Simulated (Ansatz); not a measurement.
## Response to strain in InPd

Base system: InPd in the CsCl type structure (space group Pm-3m, No. 221; relaxed with 0.1 eV smearing).

```
CELL_PARAMETERS angstrom
      3.30629     0.00000     0.00000
      0.00000     3.30629     0.00000
      0.00000     0.00000     3.30629
ATOMIC_POSITIONS crystal
  In 0.50000 0.50000 0.50000
  Pd 0.00000 0.00000 0.00000
```

Strains are applied to the cell and any free atomic positions relax.

Calculations: PBE, PAW, 420 eV (Ansatz, a first-principles code; no spin-orbit coupling).

Notes on the quantities. energy relative to the base: free energy F.

| case | pressure | energy relative to the base | shortest interatomic distance |
|---|---|---|---|
| base | 0.0 GPa | 0 meV/atom | 2.863 Å |
| isotropic strain −3.00 % | 13.1 GPa | +58 meV/atom | 2.777 Å |
| isotropic strain −2.50 % | 10.4 GPa | +39 meV/atom | 2.792 Å |
| isotropic strain −2.00 % | 8.0 GPa | +25 meV/atom | 2.806 Å |
| isotropic strain −0.50 % | 1.7 GPa | +1.4 meV/atom | 2.849 Å |
| isotropic strain +1.00 % | -3.0 GPa | +5.3 meV/atom | 2.892 Å |
| isotropic strain +1.50 % | -4.3 GPa | +12 meV/atom | 2.906 Å |
| isotropic strain +2.00 % | -5.5 GPa | +20 meV/atom | 2.921 Å |
| isotropic strain +2.50 % | -6.6 GPa | +31 meV/atom | 2.935 Å |
| isotropic strain +3.00 % | -7.6 GPa | +44 meV/atom | 2.949 Å |

Whether these cells are dynamically stable was not tested. The final runs are not spin-polarised.
